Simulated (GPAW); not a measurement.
Band structure of Cd2SeS (P3m1, 4 atoms in the cell).

```xyz
4
Lattice="4.2972 0.0000 0.0000 -2.1486 3.7215 0.0000 0.0000 0.0000 7.0072" Properties=species:S:1:pos:R:3 pbc="T T T"
Cd     0.0000     0.0000     3.4351
Cd     0.0000     2.4810     0.0675
Se     0.0000     2.4810     4.3847
S      0.0000     0.0000     0.8575
```

Method: PBEsol, GPAW PAW datasets PBEsol (made by gpaw-setup) (plane waves; GPAW).

Settings: mode = pw; ecut = 600 eV; xc = PBEsol; kpts = 6 6 3; mesh shift (steps) = 0 0 0; occupations.name = fermi-dirac; occupations.width = 0.01 eV; nbands = -4; convergence.bands = -2; symmetry.symmorphic = false; symmetry.tolerance = 0.0005; maxiter = 150; bandpath_npoints = 40.

The starting cell comes from a database of computed structures (which also holds hypothetical and non-ambient phases and stackings), without a prior relaxation at this level. Its lattice was rescaled by a random factor within 2.5 % of one.

### Question
Predict the gap along the standard path and the places of the band edges.

### Answer
The gap along the path is 0.55 eV, direct at Γ to within 0.01 eV.

Levels in eV from the top of the valence band on the SCF mesh, bands 15 to 22:
```csv
point,15,16,17,18,19,20,21,22
Γ,-0.88,-0.16,0.00,0.00,0.55,2.24,5.94,5.94
M,-2.57,-1.86,-1.31,-0.74,3.09,3.41,4.73,5.84
K,-2.96,-1.90,-1.75,-1.62,4.30,4.30,4.72,6.72
A,-0.73,-0.73,-0.19,-0.19,2.14,2.43,5.47,5.94
L,-1.57,-1.46,-1.23,-1.10,2.92,2.96,4.75,4.98
H,-2.50,-2.20,-1.25,-1.01,3.73,3.77,5.50,5.61
```
